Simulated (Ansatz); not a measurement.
**Cu3N: x(Zn) = 0.333, 8 atoms, Pmma**

Consider Cu3N (space group Pm-3m, No. 221; a = 3.7649 Å).

The other end (x = 1) is Zn₃N (space group Pm-3m, No. 221; a hypothetical phase, not in the database extracts checked): 16.82 Å³/atom, gap zero; this end may not be an ambient phase.

Perturbation: Zn replaces 33.3 % of the Cu, ordered in a cell of 8 atoms (starting symmetry Pmma) and fully relaxed.

Computed with DFT with PBEsol, PAW potentials and a 420 eV plane-wave cutoff in Ansatz (a quantum-chemistry and plane-wave program), no SOC. k-mesh 9×12×9 (Γ-centred); smearing 0.05 eV (Fermi–Dirac), for the changed cell.

| quantity | base | changed | shift |
|---|---|---|---|
| volume per atom | 13.34 Å³ | 14.31 Å³ | +0.97 Å³ |
| band gap | zero | zero | – |
| mixing energy (to 0.01 eV only: unlike meshes or grids) (against an end that may be hypothetical) | – | +0.04 eV/atom | – |
| deviation of the volume from the linear (Vegard-type) interpolation | – | -1.3 % | – |
| mean first-shell distances | – | Cu–N 1.905 Å (end compound 1.882 Å), Zn–N 1.983 Å (end compound 2.033 Å) | – |

Cost of the whole job for the changed cell (relaxation, final SCF and bands): very roughly 13 core-minutes.

These are small ordered cells, not random alloys; other orderings at the same x differ. Stability against distortions was not tested. The final runs are not spin-polarised. An odd electron count without spin: Zn3N. Zn3N has a high density of states at the Fermi level and may be magnetic at this level. Gaps under 0.05 eV, about the width of the smearing, are given as zero. A zero or small gap of Cu3N can be the functional's error rather than a property of the material.
